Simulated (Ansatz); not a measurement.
Ansatz (a first-principles code) run on Cs2RbCuF6 (Fm-3m, 10 atoms in the cell): relaxation of cell and atoms.

Method of the run: PBEsol, default PAW files made with PBE (plane waves; Ansatz).

```xyz
10
Lattice="0.0000 4.6425 4.6425 4.6425 0.0000 4.6425 4.6425 4.6425 0.0000" Properties=species:S:1:pos:R:3 pbc="T T T"
Cs     2.3213     2.3213     2.3213
Cs     6.9638     6.9638     6.9638
Rb     4.6425     4.6425     4.6425
Cu     0.0000     0.0000     0.0000
F      1.9437     4.6425     4.6425
F      7.3413     4.6425     4.6425
F      4.6425     1.9437     4.6425
F      4.6425     7.3413     4.6425
F      4.6425     4.6425     1.9437
F      4.6425     4.6425     7.3413
```
Moments meant for the start (each program seeds them in its own way; μB, in the order of the atoms Cs Cs Rb Cu F F F F F F): 0.0 0.0 0.0 1.0 0.0 0.0 0.0 0.0 0.0 0.0.

Reference input (self-consistent single point, DFT, PBEsol, plane waves, default PAW files made with PBE): kpoints.mp_grid.grid = 4 4 4; hamiltonian.xc = pbesol; hamiltonian.pseudopotentials = {kind: paw} (the program's default PAW files); magnetization.spin_polarized = true; scf.occupations.method = gaussian; scf.occupations.width = 0.01 eV. This run's input differs from it in these lines:

```diff
@@ -30,2 +30,4 @@
     width: 0.01 eV
+relax:
+  cell: {}
 output:
```

The program printed (abridged):

```
   [... SCF lines of the steps left out ...]
relax step   1: F+E_penalty+E_count = -25786.15227917 eV  Δ(F+E_penalty+E_count) = +0.000e0 eV  max|allowed force component| = 2.744e-1 eV/Å  Δτ_max = 0.0000 Å  P = -2.548 GPa  Ω = 200.120 Å³  (18 SCF iters, dr2 threshold 1.00e-7 eV, accepted)
relax step   2: F+E_penalty+E_count = -25786.25454296 eV  Δ(F+E_penalty+E_count) = -1.023e-1 eV  max|allowed force component| = 3.367e-1 eV/Å  Δτ_max = 0.0308 Å  P = -0.236 GPa  Ω = 186.741 Å³  energy of the carried Pulay correction = +3.533e-2 eV  [...]
   [... lines left out ...]
relax step   5: F+E_penalty+E_count = -25786.25803461 eV  Δ(F+E_penalty+E_count) = -4.979e-3 eV  max|allowed force component| = 3.362e-3 eV/Å  Δτ_max = 0.0030 Å  P = +0.019 GPa  Ω = 187.475 Å³  energy of the carried Pulay correction = +3.771e-3 eV  [...]
relax step   6: F+E_penalty+E_count = -25786.25393270 eV  Δ(F+E_penalty+E_count) = +4.102e-3 eV  max|allowed force component| = 3.256e-3 eV/Å  Δτ_max = 0.0000 Å  P = -0.004 GPa  Ω = 187.475 Å³  stress off target by 4.06e-3 GPa  SCF on the basis [...]
basis re-selected at this cell: Δ(F+E_penalty+E_count) = +4.102e-3 eV, ΔP = -0.023 GPa vs the last step
the relaxation is at rest under the 48 symmetry operations that the run kept from its start: a minimum is not shown …
the relaxation's final electronic state is not compared with the one that a single-point calculation of its input finds at the relaxed geometry …
Magnetization: 2.0000 μB (45.0000 up, 43.0000 down)
   [... lines left out ...]
Absolute magnetization: 2.1207 μB (∫|ρ↑−ρ↓|, with the PAW one-centre terms)
Free energy (F): -25786.253933 eV
Fermi energy:    4.205040 eV
  cell:  # Å, volume = 187.4750 Å³
   [... lines left out ...]
    - { symbol: F, position: [0.21004205866108772, 0.7899579413389123, 0.21004205866108772] }
    - { symbol: F, position: [0.7899579413389123, 0.21004205866108772, 0.7899579413389124] }
    - { symbol: F, position: [0.2100420586610877, 0.2100420586610877, 0.7899579413389123] }
    - { symbol: F, position: [0.7899579413389123, 0.7899579413389123, 0.21004205866108772] }
```

The run converged. 

Summary of the result:
* **Free energy E − TS (on the zero of these files)**: -25786.2539 eV
* **Top of the valence band (on the code's own zero)**: 3.66 eV
* **Gap on the k-point mesh**: 1.10 eV
* **Pressure**: 0.00 GPa
* **Largest force (vector length)**: 0.003 eV/Å
* **Size of the cell's spin moment**: 2.00 μB
* **Final cell**: a = 6.424 Å, b = 6.424 Å, c = 6.424 Å, α = 60.00°, β = 60.00°, γ = 60.00°
* **Final volume per atom**: 18.75 Å³
* **Relaxation steps**: 6

The starting cell comes from a database of computed structures (which also holds hypothetical and non-ambient phases and stackings), without a prior relaxation at this level. Its lattice was rescaled by a random factor within 2.5 % of one. With one magnetic atom in the cell only a parallel order is possible. The relaxation keeps the symmetry of its start, so its end need not be a minimum. Ansatz's pressure includes its estimate of the finite-basis (Pulay) stress.

Cost on one core of a shared machine: roughly 2 min.

Keys are those of Ansatz 0.2.
